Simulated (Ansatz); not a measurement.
Step by step: formation energy of the neutral N_C in C (diamond, Fd-3m)

We look at the formation energy of the neutral N_C in C (diamond, Fd-3m). Reaction: 215 C (diamond) + 1/2 N2 (gas) → cell A.

A: a supercell of 216 sites of C (diamond, Fd-3m) with N on a C site (3 C at 1.48 Å); an odd number of electrons; spin state with PBE: parallel moments, net moment 1.0 μB a cell.

Setting: static, neutral cells in Ansatz (PAW) whose structures rest at the PBE level. Ansatz (an electronic-structure program) runs with its default PAW set. Other levels take these structures. The lattices are those relaxed with PBE, so at other levels the solids can be strained. Larger cells are relaxed from a start prepared with the learned potential CHGNet, on a coarser mesh till forces fall under 0.03 eV/Å, which some starts already meet. A dispersion term (D3(BJ), or D4 for r2SCAN) was computed beside these levels and is taken off wherever the name lacks it. The PAW files were made for PBE and serve at the other functionals too. Space groups of crystals are read within 0.01 Å. No search over spin orders was made beyond those shown. Mesh and cell size may move defect energies by 0.1 eV or more.

Total energies of the cells in eV, at zero smearing width. They compare only within one column; the weights balance every element.

```tsv
cell	atoms	weight	r2SCAN
A: C:N_C	216	+1	-54465.28456
C (diamond)	216	−215/216	-54335.88727
N2 (gas)	2	−1/2	-769.61785
```

r2SCAN: (-54465.28456) − 215/216 × (-54335.88727) − 1/2 × (-769.61785) = 3.857 eV.
